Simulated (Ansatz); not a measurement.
Take TiN in the rock salt structure (space group Fm-3m, No. 225) as the base.

```yaml
crystal:
  lattice:
    - [0.00000, 2.10198, 2.10198]
    - [2.10198, 0.00000, 2.10198]
    - [2.10198, 2.10198, 0.00000]
  atoms:
    - { symbol: N, position: [0.00000, 0.00000, 0.00000] }
    - { symbol: Ti, position: [0.50000, 0.50000, 0.50000] }
```

Cartesian axes are those of the cell as printed.

Level of theory: Ansatz (a quantum-chemistry and plane-wave program) PBEsol, spin-orbit coupling left out.

Strains are applied to the cell and any free atomic positions relax; under biaxial strain the out-of-plane vector relaxes too.

One change was made to it. Results:

| quantity | base | after |
|---|---|---|
| energy relative to the base (free energy F) | 0 meV/atom | +4.0 meV/atom |
| pressure (mean of the normal stresses, compression positive) | 0.0 GPa | 0.1 GPa |
| shortest interatomic distance | 2.102 Å | 2.102 Å |

Question: What was done to the base?
A. biaxial strain +2.46 %, plane normal [110], relaxed out of plane
B. strain tensor (xx, yy, zz, yz, xz, xy) = (+0.31, −0.33, +0.40, −0.90, +0.17, −0.27) %
C. uniaxial strain ε_yy = +3.85 %
D. uniaxial strain ε_yy = +0.73 %
E. tensor shear ε_yz = −1.40 %

Answer: E, tensor shear ε_yz = −1.40 %. For comparison, the energy relative to the base in the other runs: strain tensor (xx, yy, zz, yz, xz, xy) = (+0.31, −0.33, +0.40, −0.90, +0.17, −0.27) % gives +2.4 meV/atom; uniaxial strain ε_yy = +3.85 % gives +24 meV/atom; uniaxial strain ε_yy = +0.73 % gives +0.9 meV/atom; biaxial strain +2.46 %, plane normal [110], relaxed out of plane gives +21 meV/atom.

A biaxial case was relaxed in a doubled cell and then solved in the primitive one. Without a gap, meshes like the base's 19×19×19 leave anisotropic stresses uncertain by several tenths of a GPa, and small strain energies with them. No phonon test of stability was made. All final runs are without spin polarisation. An odd electron count without spin: TiN.
